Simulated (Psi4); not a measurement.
Psi4 1.11, unrestricted TPSS/def2-svpd: Zn(Me) ([CH3][Zn]), charge 0, multiplicity 2, 5 atoms. The geometry is a generated start, not checked to be a minimum at this level.

```
Item                                  Value
--------------------------  ---------------
task                                 energy
method                                 tpss
basis                             def2-svpd
memory                                 3 GB
maxiter                                 100
keys of the molecule block      symmetry c1
scf_type                       df (default)
e_convergence               1e-06 (default)
d_convergence               1e-06 (default)
dft_radial_points              75 (default)
dft_spherical_points          302 (default)
basis functions                          78
grid points                          109375
```

```xyz
5

Zn    -1.3865    -0.8265    -1.1339
C      0.1574     0.0991     0.1311
H      0.6841    -0.6920     0.6533
H     -0.3040     0.7700     0.8469
H      0.8490     0.6495    -0.4973
```

Charge 0 and multiplicity 2 are set for this test and not shown to be the ground state.

With the defaults (diis = true, scf_initial_accelerator = adiis, damping_percentage = 0, guess = auto, which took SAD, diis_max_vecs = 10, diis_start = 1, level_shift = 0, level_shift_cutoff = 0.01) it converges in 10 SCF iterations. One run each on 2 threads, with these changes:
- guess = core
- level_shift = 0.1, level_shift_cutoff = 0.001
- diis_max_vecs = 6
- diis_start = 4
- diis = false, scf_initial_accelerator = none, damping_percentage = 60
- diis_max_vecs = 3
- diis_max_vecs = 20
- damping_percentage = 20
- guess = modhuckel

Which of these changes keep the SCF from converging, or lead it to another solution?

No convergence: diis = false, scf_initial_accelerator = none, damping_percentage = 60 (the run ends without SCF convergence in 100 iterations). The rest reach the solution of the defaults.

```csv
setting,SCF iterations,end
the defaults,10,same solution
diis_max_vecs = 6,10,same solution
diis_max_vecs = 20,10,same solution
guess = modhuckel,11,same solution
"level_shift = 0.1, level_shift_cutoff = 0.001",11,same solution
diis_max_vecs = 3,13,same solution
guess = core,18,same solution
damping_percentage = 20,23,same solution
diis_start = 4,23,same solution
"diis = false, scf_initial_accelerator = none, damping_percentage = 60",100,no convergence
```

1 further run of the study ended by our limits or in an error and is left out.
